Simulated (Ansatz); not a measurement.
Here is the system:

```xyz
3
Lattice="0.0000 2.4792 2.4792 2.4792 0.0000 2.4792 2.4792 2.4792 0.0000" Properties=species:S:1:pos:R:3 pbc="T T T"
Lu     0.0000     0.0000     0.0000
H      1.2396     1.2396     1.2396
H      3.7188     3.7188     3.7188
```

Calculation: PBEsol, DFPT electron-phonon coupling, linearised Boltzmann equation (plane waves, PAW, scalar-relativistic; Ansatz, a quantum-chemistry and plane-wave program). Geometry: relaxed with this functional, without spin-orbit coupling.

**Question.** Predict the intrinsic resistivity at 300 K.

**Answer.** 11.7 μΩ·cm.

**Question.** How long is the mean free path there?

**Answer.** 11.9 nm, weighted by the current that each state carries. Wires not much wider than this gain resistivity from their walls.

A metal at this level (no band gap). Only scattering by harmonic phonons is included (no impurities, grain boundaries, electron-electron scattering or thermal expansion). Spin-orbit coupling is left out, which matters with elements this heavy. The run warned that the eigensolver left some states short of its tolerance. Halving the electron mesh (28x28x28) moves the resistivity by up to 2 % at 300 K, the mean free path by up to 3 %. Smearing 0.20 eV; phonons on a 5x5x5 q mesh, which this run doesn't test.

Formula and space group known from diffraction (Crystallography Open Database), not checked to be the room-temperature form: LuH2 (Fm-3m).
